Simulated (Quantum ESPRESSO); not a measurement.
Worked example: relaxation of the atoms of K (P-1, 2 atoms in the cell) in Quantum ESPRESSO.

Computed with LDA (PZ), GBRV 1.5 ultrasoft (LDA) pseudopotentials (plane waves; Quantum ESPRESSO).

Input:

```fortran
&CONTROL
  calculation = 'relax'
  prefix = 'run'
  outdir = './work'
  pseudo_dir = './'
  verbosity = 'high'
  forc_conv_thr = 3.9e-05
/
&SYSTEM
  ibrav = 0
  nat = 2
  ntyp = 1
  ecutwfc = 40
  ecutrho = 200
  occupations = 'smearing'
  smearing = 'gauss'
  degauss = 0.0073499
/
&ELECTRONS
  conv_thr = 1e-8
  mixing_beta = 0.7
/
&IONS
/
ATOMIC_SPECIES
K     39.0983  k_lda_v1.4.uspp.F.UPF
ATOMIC_POSITIONS {crystal}
K     0.3779430000    0.6302570000    0.7694230000
K     0.6311900000    0.3790400000    0.2493600000
K_POINTS {automatic}
4 4 2  0 0 0
CELL_PARAMETERS {angstrom}
   4.4011770000     0.0000000000     0.0000000000
  -0.0014990000     4.4057930000     0.0000000000
  -2.1392970000    -2.1807440000     7.9860910000
```

Log, with long lists cut:

```
     Self-consistent Calculation

     iteration #  1     ecut=    40.00 Ry     beta= 0.70

---- Real-time Memory Report at c_bands before calling an iterative solver
           195 MiB given to the printing process from OS
            47 MiB allocation reported by mallinfo(arena+hblkhd)
------------------

     total energy              =    -113.80321341 Ry
     estimated scf accuracy    <       0.41318500 Ry

     iteration #  2     ecut=    40.00 Ry     beta= 0.70

---- Real-time Memory Report at c_bands before calling an iterative solver
           229 MiB given to the printing process from OS
   [... lines left out ...]

---- Real-time Memory Report at c_bands before calling an iterative solver
           238 MiB given to the printing process from OS
            76 MiB allocation reported by mallinfo(arena+hblkhd)
------------------

     total energy              =    -113.90841473 Ry
     estimated scf accuracy    <       0.00000005 Ry

     iteration # 13     ecut=    40.00 Ry     beta= 0.70

---- Real-time Memory Report at c_bands before calling an iterative solver
           238 MiB given to the printing process from OS
            76 MiB allocation reported by mallinfo(arena+hblkhd)
------------------
     End of self-consistent calculation

     the Fermi energy is     1.6075 ev

!    total energy              =    -113.90841474 Ry
     estimated scf accuracy    <          7.2E-11 Ry
     smearing contrib. (-TS)   =      -0.00108883 Ry
     internal energy E=F+TS    =    -113.90732591 Ry

     convergence has been achieved in  13 iterations

   [... lines left out ...]
     Total force =     0.003072     Total SCF correction =     0.000024
     the Fermi energy is     1.6078 ev
!    total energy              =    -113.90873705 Ry
   [... lines left out ...]
     atom    2 type  1   force =     0.00007900   -0.00006256   -0.00001668

     Total force =     0.000144     Total SCF correction =     0.000014
     Message from routine bfgs:
     history already reset at previous step: exiting
     Energy error            =      1.1E-07 Ry
     Gradient error          =      7.9E-05 Ry/Bohr

     bfgs failed after  25 scf cycles and  21 bfgs steps, convergence not achieved
     (criteria: energy <  1.0E-04 Ry, force <  3.9E-05 Ry/Bohr)

     End of BFGS Geometry Optimization

     Final energy             =    -113.9087370470 Ry

     File ./work/run.bfgs deleted, as requested
Begin final coordinates

ATOMIC_POSITIONS (crystal)
K                0.3717090308        0.6262606843        0.7594204684
K                0.6374239692        0.3830363157        0.2593625316
End final coordinates

   JOB DONE.
```

The relaxation ended unconverged.  The full log also holds: “WARNING: bfgs curvature condition failed, Theta= 0.803”. The full log also holds: “WARNING: bfgs curvature condition failed, Theta= 0.859”.

The starting cell comes from a database of computed structures (which also holds hypothetical and non-ambient phases and stackings), without a prior relaxation at this level. Its lattice was rescaled by up to half a per cent. For this run, on top of that: one atom moved by 0.15 angstrom.

Cost on one core of a shared machine: roughly 7 min.
